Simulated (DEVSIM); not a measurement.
System: illuminated Si n-on-p cell, one wavelength, at 300 K.

```csv
layer (left to right),material,thickness (μm),Nd (cm⁻³),Na (cm⁻³),τn (s),τp (s),absorption coefficient (cm⁻¹)
1,Si,0.290,1.4e19,-,1e-7,6.1e-7,2400
2,Si,63.0,-,1.5e16,5.1e-6,5.1e-6,2400
```

Left contact: ohmic, minority hole recombination velocity 10000 cm/s. Right contact: ohmic, minority electron recombination velocity 2e5 cm/s. Voltage is applied to the left contact. Recombination: SRH at mid-gap, radiative, Auger. Light enters at the left, 6.6e16 photons cm⁻² s⁻¹, one pass, no reflection. Mobility is μmin + (μ − μmin)/(1 + (N/Nref)^α).

This is a model device: material constants are rounded textbook-type values typed into the input, and sizes, dopings and lifetimes were drawn at random. Values at 300 K.

```tsv
parameter	Si
gap (eV)	1.124
affinity (eV)	4.05
permittivity	11.7
Nc (cm⁻³)	2.86e19
Nv (cm⁻³)	3.1e19
μn (cm²/Vs)	1417
μp (cm²/Vs)	470
μn,min	52
μp,min	45
Nref,n	9.7e16
Nref,p	2.2e17
αn	0.68
αp	0.72
B (cm³/s)	4.7e-15
Cn (cm⁶/s)	2.8e-31
Cp (cm⁶/s)	9.9e-32
```

Model (solved in DEVSIM): 1D drift-diffusion, Boltzmann statistics, complete ionisation; no tunnelling, impact ionisation, image-force lowering or self-heating.

Problem. Tabulate band edges, carrier densities and field at -0.9 V on the left contact, in the dark.

Solution. Energies count from the Fermi level of the right contact; mesh points crowd at the junctions.

```json
[
 {"x (μm)": "0.000", "Ec (eV)": "0.918", "Ev (eV)": "-0.206", "n (cm⁻³)": "1.4e19", "p (cm⁻³)": "4.4e15", "field (V/cm)": "-50"},
 {"x (μm)": "0.02813", "Ec (eV)": "0.918", "Ev (eV)": "-0.206", "n (cm⁻³)": "1.4e19", "p (cm⁻³)": "4.5e15", "field (V/cm)": "≈ 0"},
 {"x (μm)": "0.08355", "Ec (eV)": "0.918", "Ev (eV)": "-0.206", "n (cm⁻³)": "1.4e19", "p (cm⁻³)": "4.6e15", "field (V/cm)": "≈ 0"},
 {"x (μm)": "0.1818", "Ec (eV)": "0.918", "Ev (eV)": "-0.206", "n (cm⁻³)": "1.4e19", "p (cm⁻³)": "4.9e15", "field (V/cm)": "≈ 0"},
 {"x (μm)": "0.2641", "Ec (eV)": "0.918", "Ev (eV)": "-0.206", "n (cm⁻³)": "1.4e19", "p (cm⁻³)": "5.1e15", "field (V/cm)": "≈ 0"},
 {"x (μm)": "0.2910", "Ec (eV)": "0.966", "Ev (eV)": "-0.158", "n (cm⁻³)": "2.3e18", "p (cm⁻³)": "3.2e16", "field (V/cm)": "120000"},
 {"x (μm)": "0.3226", "Ec (eV)": "1.021", "Ev (eV)": "-0.103", "n (cm⁻³)": "2.6e17", "p (cm⁻³)": "2.8e17", "field (V/cm)": "330"},
 {"x (μm)": "0.4294", "Ec (eV)": "1.021", "Ev (eV)": "-0.103", "n (cm⁻³)": "2.6e17", "p (cm⁻³)": "2.8e17", "field (V/cm)": "≈ 0"},
 {"x (μm)": "0.6353", "Ec (eV)": "1.021", "Ev (eV)": "-0.103", "n (cm⁻³)": "2.6e17", "p (cm⁻³)": "2.8e17", "field (V/cm)": "≈ 0"},
 {"x (μm)": "1.101", "Ec (eV)": "1.021", "Ev (eV)": "-0.103", "n (cm⁻³)": "2.6e17", "p (cm⁻³)": "2.7e17", "field (V/cm)": "≈ 0"},
 {"x (μm)": "2.154", "Ec (eV)": "1.020", "Ev (eV)": "-0.104", "n (cm⁻³)": "2.5e17", "p (cm⁻³)": "2.7e17", "field (V/cm)": "≈ 0"},
 {"x (μm)": "5.946", "Ec (eV)": "1.019", "Ev (eV)": "-0.105", "n (cm⁻³)": "2.4e17", "p (cm⁻³)": "2.5e17", "field (V/cm)": "≈ 0"},
 {"x (μm)": "13.11", "Ec (eV)": "1.015", "Ev (eV)": "-0.109", "n (cm⁻³)": "2.1e17", "p (cm⁻³)": "2.2e17", "field (V/cm)": "≈ 0"},
 {"x (μm)": "29.30", "Ec (eV)": "1.004", "Ev (eV)": "-0.120", "n (cm⁻³)": "1.5e17", "p (cm⁻³)": "1.6e17", "field (V/cm)": "≈ 0"},
 {"x (μm)": "51.47", "Ec (eV)": "0.978", "Ev (eV)": "-0.146", "n (cm⁻³)": "6.0e16", "p (cm⁻³)": "7.5e16", "field (V/cm)": "-18"},
 {"x (μm)": "58.08", "Ec (eV)": "0.962", "Ev (eV)": "-0.162", "n (cm⁻³)": "3.3e16", "p (cm⁻³)": "4.8e16", "field (V/cm)": "-31"},
 {"x (μm)": "61.00", "Ec (eV)": "0.951", "Ev (eV)": "-0.173", "n (cm⁻³)": "2.0e16", "p (cm⁻³)": "3.5e16", "field (V/cm)": "-46"},
 {"x (μm)": "62.29", "Ec (eV)": "0.945", "Ev (eV)": "-0.179", "n (cm⁻³)": "1.3e16", "p (cm⁻³)": "2.8e16", "field (V/cm)": "-60"},
 {"x (μm)": "62.96", "Ec (eV)": "0.940", "Ev (eV)": "-0.184", "n (cm⁻³)": "9.7e15", "p (cm⁻³)": "2.5e16", "field (V/cm)": "-73"},
 {"x (μm)": "63.16", "Ec (eV)": "0.939", "Ev (eV)": "-0.185", "n (cm⁻³)": "8.6e15", "p (cm⁻³)": "2.4e16", "field (V/cm)": "-94"},
 {"x (μm)": "63.24", "Ec (eV)": "0.936", "Ev (eV)": "-0.188", "n (cm⁻³)": "8.6e15", "p (cm⁻³)": "2.2e16", "field (V/cm)": "-760"},
 {"x (μm)": "63.29", "Ec (eV)": "0.927", "Ev (eV)": "-0.197", "n (cm⁻³)": "1.2e16", "p (cm⁻³)": "1.5e16", "field (V/cm)": "-4600"}
]
```
